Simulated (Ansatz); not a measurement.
Cell of tetragonal MoSi2 (1 1 0) on rock-salt PbTe (1 1 1) (film strained to the substrate, started from cuts of the bulks and a machine-learned relaxation; slabs Pb4Te4 and Mo4Si8, which can lie off the formulas), relaxed at this level with a, b, gamma of the cell held:

```yaml
crystal:
  lattice:
    - [4.64657, -0.00011, 0.02303]
    - [-2.32264, 4.02011, -0.20433]
    - [1.09149, 0.47509, 25.45795]
  atoms:
    - { symbol: Pb, position: [0.35148, 0.67916, 0.11870] }
    - { symbol: Pb, position: [0.66353, 0.36989, 0.27248] }
    - { symbol: Pb, position: [0.97697, 0.06549, 0.42471] }
    - { symbol: Pb, position: [0.28012, 0.76116, 0.57380] }
    - { symbol: Te, position: [0.69982, 0.33240, 0.05530] }
    - { symbol: Te, position: [0.00890, 0.02363, 0.20791] }
    - { symbol: Te, position: [0.32075, 0.71861, 0.36069] }
    - { symbol: Te, position: [0.62958, 0.41434, 0.51179] }
    - { symbol: Mo, position: [0.26663, 0.77039, 0.68371] }
    - { symbol: Mo, position: [0.75182, 0.28661, 0.76993] }
    - { symbol: Mo, position: [0.23735, 0.80289, 0.85755] }
    - { symbol: Mo, position: [0.72302, 0.31962, 0.94536] }
    - { symbol: Si, position: [0.92667, 0.10762, 0.68019] }
    - { symbol: Si, position: [0.60518, 0.43134, 0.68005] }
    - { symbol: Si, position: [0.41734, 0.62085, 0.76853] }
    - { symbol: Si, position: [0.08689, 0.95169, 0.76835] }
    - { symbol: Si, position: [0.90132, 0.13820, 0.85856] }
    - { symbol: Si, position: [0.57269, 0.46731, 0.85835] }
    - { symbol: Si, position: [0.38454, 0.65538, 0.94534] }
    - { symbol: Si, position: [0.05948, 0.98016, 0.94568] }
```

The numbers are results of PBE (plane waves to 420 eV, PAW; Ansatz, a quantum-chemistry and plane-wave program), not measurements. No spin–orbit coupling; the runs are not spin-polarised. Its k-point mesh 8×8×1, Fermi–Dirac width 0.05 eV.

Q: Give the plane-averaged electrostatic potential energy of an electron along the normal (the smooth PAW potential), about its mean over the cell.

A: 
| z (Å) | V (eV) |
|---|---|
| 0.000 | 7.22 |
| 0.283 | 7.22 |
| 0.424 | 6.55 |
| 0.707 | 4.82 |
| 0.848 | 4.61 |
| 1.131 | 5.66 |
| 1.272 | 6.28 |
| 1.555 | 5.85 |
| 1.696 | 4.78 |
| 1.979 | 2.50 |
| 2.120 | 1.53 |
| 2.403 | 0.19 |
| 2.545 | -0.21 |
| 2.827 | -0.63 |
| 2.969 | -0.62 |
| 3.251 | -0.23 |
| 3.393 | 0.27 |
| 3.675 | 2.33 |
| 3.817 | 3.79 |
| 4.100 | 5.74 |
| 4.241 | 5.68 |
| 4.524 | 4.46 |
| 4.665 | 4.17 |
| 4.948 | 5.11 |
| 5.089 | 5.89 |
| 5.372 | 6.12 |
| 5.513 | 5.28 |
| 5.796 | 3.01 |
| 5.937 | 2.11 |
| 6.220 | 0.67 |
| 6.361 | 0.17 |
| 6.644 | -0.53 |
| 6.786 | -0.61 |
| 7.068 | -0.43 |
| 7.210 | -0.12 |
| 7.492 | 1.40 |
| 7.634 | 2.70 |
| 7.916 | 5.20 |
| 8.058 | 5.57 |
| 8.341 | 4.59 |
| 8.482 | 4.08 |
| 8.765 | 4.57 |
| 8.906 | 5.35 |
| 9.189 | 6.15 |
| 9.330 | 5.60 |
| 9.613 | 3.35 |
| 9.754 | 2.33 |
| 10.037 | 0.69 |
| 10.178 | 0.16 |
| 10.461 | -0.60 |
| 10.602 | -0.74 |
| 10.885 | -0.63 |
| 11.026 | -0.40 |
| 11.309 | 0.83 |
| 11.451 | 1.98 |
| 11.733 | 4.62 |
| 11.875 | 5.25 |
| 12.157 | 4.48 |
| 12.299 | 3.93 |
| 12.582 | 4.23 |
| 12.723 | 4.99 |
| 13.006 | 5.97 |
| 13.147 | 5.54 |
| 13.430 | 3.30 |
| 13.571 | 2.13 |
| 13.854 | 0.15 |
| 13.995 | -0.35 |
| 14.278 | -0.86 |
| 14.419 | -0.92 |
| 14.702 | -0.69 |
| 14.843 | -0.37 |
| 15.126 | 1.16 |
| 15.267 | 2.53 |
| 15.550 | 5.62 |
| 15.692 | 6.50 |
| 15.974 | 6.74 |
| 16.116 | 6.28 |
| 16.398 | 3.79 |
| 16.540 | 1.33 |
| 16.822 | -6.30 |
| 16.964 | -10.20 |
| 17.247 | -15.12 |
| 17.388 | -15.42 |
| 17.671 | -11.51 |
| 17.812 | -7.88 |
| 18.095 | -0.33 |
| 18.236 | 2.10 |
| 18.519 | 3.47 |
| 18.660 | 2.43 |
| 18.943 | -3.49 |
| 19.084 | -7.58 |
| 19.367 | -14.17 |
| 19.508 | -15.64 |
| 19.791 | -13.84 |
| 19.933 | -10.85 |
| 20.215 | -2.94 |
| 20.357 | 0.48 |
| 20.639 | 3.71 |
| 20.781 | 3.65 |
| 21.063 | 0.15 |
| 21.205 | -3.40 |
| 21.488 | -11.28 |
| 21.629 | -14.15 |
| 21.912 | -15.59 |
| 22.053 | -13.96 |
| 22.336 | -7.16 |
| 22.477 | -3.09 |
| 22.760 | 2.53 |
| 22.901 | 3.44 |
| 23.184 | 1.86 |
| 23.325 | -0.80 |
| 23.608 | -8.60 |
| 23.749 | -12.16 |
| 24.032 | -15.71 |
| 24.173 | -15.18 |
| 24.456 | -9.88 |
| 24.598 | -5.89 |
| 24.880 | 1.63 |
| 25.022 | 4.02 |
| 25.304 | 6.64 |
